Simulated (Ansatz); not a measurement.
Defect: interstitial Li in rock-salt MgO, charge state +1. Computed with PBE, PAW (plane waves to 420 eV; Ansatz, a program for electronic structure).

64-site cell at the relaxed PBE lattice, the Γ point alone, smearing 0.01 eV, spin-restricted, no finite-size correction. Static, classical nuclei. The charge state is imposed; whether it is stable for some Fermi level was not computed. Sites that were not tried may lie lower.

Barriers: single points on a 2×2×2 k-point mesh shifted by half a step at the bands' geometries.

The only route run: one Li atom jumps by itself; the atom moves 2.12 Å along (0.50, 0.00, 0.00) of the unit cell; the moving atom starts with neighbours 4 Mg at 2.10; 4 O at 1.80 Å and ends with 4 Mg at 2.10; 4 O at 1.80 Å. Its barrier is 1.38 eV. The check of the saddle point's order was inconclusive, and it lies on a symmetry element of the cell, where a band can be held. The defect has 6 equivalent sites to jump to, 2.11 Å away. Attempt frequency: take 10 THz as a typical guess.

Q: Estimate the defect's diffusion coefficient at 300 K, how far it wanders in 1 min, and how much an error of 0.1 eV in the barrier would matter.

A: kT = 0.0259 eV, so each jump happens at Γ = ν exp(−E/kT) = 1.0e13 × exp(−53.38) ≈ 6.6e-11 s⁻¹. For uncorrelated jumps in a cubic host D = z λ² Γ / 6 = 6 × (2.11e-8 cm)² × 6.6e-11 / 6 ≈ 2.9e-26 cm²/s. The root-mean-square distance is √(6Dt) ≈ 3e-5 nm, less than one jump, so the defect is frozen in. An error of 0.1 eV changes D by a factor exp(0.1/kT) ≈ 48, and the distance by its square root. This is the isolated defect's own diffusivity; trapping, its concentration and zero-point motion are left out.
